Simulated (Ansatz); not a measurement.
**What uniaxial strain ε_xx = +1.43 % does to VBiO4**

Consider VBiO4 (space group I4_1/a, No. 88; a = 5.1214 Å, c = 11.6213 Å). Axes: x, y, z lie along a, b, c of the conventional cell.

Perturbation: uniaxial strain ε_xx = +1.43 %, all other strain components held at zero; the atoms relax in the strained cell.

All numbers come from r2SCAN, PAW, 500 eV (Ansatz, a quantum-chemistry and plane-wave program; no SOC). Γ-centred 7×7×7 mesh, Fermi–Dirac width 0.05 eV.

The volume per atom goes up by 0.18 Å³ to 12.88 Å³ and the space group changes from I4_1/a (No. 88) to C2/c (No. 15). The shortest interatomic distance falls by 0.0079 Å (1.723 Å → 1.716 Å) and the energy goes up by 1.6 meV/atom. The pressure (mean of the normal stresses, compression positive) goes from zero to -1.88 GPa and the band gap increases by 0.03 eV (2.46 eV → 2.49 eV) (an upper bound: an edge found on the path is not a true extremum; the changed cell). The largest internal atomic displacement comes out as 0.031 Å and the stress (xx, yy, zz, yz, xz, xy; compression positive) amounts to (-2.61, -1.81, -1.23, 0.00, 0.00, 0.29) GPa.

With Bi present, leaving out spin-orbit coupling can change the band edges. Whether these cells are dynamically stable was not tested. Seeded moments were not kept for the base. All final runs are without spin polarisation.
